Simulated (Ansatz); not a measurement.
# Effective masses and thermopower of ZnS under load (space group F-43m)

```
ZnS
1.0
    0.00000     2.71567     2.71567
    2.71567     0.00000     2.71567
    2.71567     2.71567     0.00000
Zn S
1 1
Direct
  0.00000   0.00000   0.00000
  0.25000   0.25000   0.25000
```

Level of theory: PBE with spin-orbit coupling, rigid bands (plane waves, PAW; Ansatz, a program for electronic structure). Condition of this run: hydrostatic pressure of -3 GPa (compression positive) (the target of the relaxation). How the cell was made: cell and atoms relaxed with PBEsol, then loaded as said.

```
Property                                                                                                                                                       Result
---------------------------------------------------------------------------------------------------------------------------------------  ----------------------------
band gap                                                                                                                                                      2.02 eV
electron conductivity mass (300 K, dilute)                                                                                                                   0.181 mₑ
hole conductivity mass (300 K, dilute)                                                                                                                        0.91 mₑ
effective density of states N_c (300 K)                                                                                                                   1.9e18 cm⁻³
effective density of states N_v (300 K)                                                                                                                   5.3e19 cm⁻³
density-of-states mass, electrons                                                                                                                            0.181 mₑ
density-of-states mass, holes                                                                                                                                 1.64 mₑ
Seebeck coefficient, n-type 1e19 cm⁻³, 300 K                                                                                                                -105 μV/K
best n-type power factor at 300 K for τ = 10 fs (best axis; densities from 1e16 to 1e21 cm⁻³ tried, whether or not they can be reached)  1.62 μW/(cm·K²) at 1e19 cm⁻³
Seebeck coefficient, p-type 1e19 cm⁻³, 300 K                                                                                                                 390 μV/K
best p-type power factor at 300 K for τ = 10 fs (best axis; densities from 1e16 to 1e21 cm⁻³ tried, whether or not they can be reached)  17.0 μW/(cm·K²) at 3e20 cm⁻³
```

Rigid bands; masses and Seebeck coefficients take one relaxation time τ for all states and one kind of carrier; polarons and phonon drag are left out. Geometry: cell and atoms relaxed with PBEsol.
